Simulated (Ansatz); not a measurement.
# BeSe, pressure series

Consider BeSe in the zinc blende structure (space group F-43m, No. 216; a = 5.082 Å).

Cell and atoms are relaxed at each pressure.

The values are results of plane-wave PAW DFT at the LDA level (Ansatz, an electronic-structure program, 420 eV), no spin-orbit coupling, not measurements.

Candidates:
(a) pressure 4.5 GPa
(b) pressure 0.9 GPa
(c) pressure 9 GPa
(d) pressure 22.5 GPa

Before the change:

```
Item        Value
--------  -------
Band gap  2.40 eV
```

Order them by band gap, highest first.

(b) pressure 0.9 GPa (2.38 eV), (a) pressure 4.5 GPa (2.29 eV), (c) pressure 9 GPa (2.19 eV), (d) pressure 22.5 GPa (1.92 eV)

Load acts through the strain it causes; cell and atoms are relaxed under it. No phonon test of stability was made. No other phases were tried under pressure.
